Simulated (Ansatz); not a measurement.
Base system: TiO2 in the rutile structure (space group P4_2/mnm, No. 136; a = 4.548 Å, c = 2.917 Å).

Level of theory: LDA, PAW, 420 eV (Ansatz, a quantum-chemistry and plane-wave program; scalar-relativistic without spin-orbit coupling).

Before the change:

| Property | Value |
|---|---|
| Valence-band top at Γ | 0.00, -0.47, -0.47 eV |
| Electron mass | 0.52 mₑ along c, 1.1 mₑ across (at Γ) |

Perturbation: an isotropic linear strain of +0.60 %, atoms relaxed at fixed cell.

How does this affect the valence-band top at Γ, electron mass, energy relative to the base and mean gap deformation potential ΔEg/Δln V?

The valence-band top at Γ (three highest levels, from the VBM) changes from 0.00, -0.47, -0.47 eV to 0.00, -0.45, -0.45 eV; the electron mass becomes 0.53 mₑ along c, 1.1 mₑ across (at Γ) (base: 0.52 mₑ along c, 1.1 mₑ across (at Γ)); the energy rises by 2.5 meV/atom; the mean gap deformation potential ΔEg/Δln V comes out as -0.9 eV.

Masses are band curvatures over ±0.01 Å⁻¹ around the edge. Stability against distortions was not tested. All final runs are without spin polarisation.
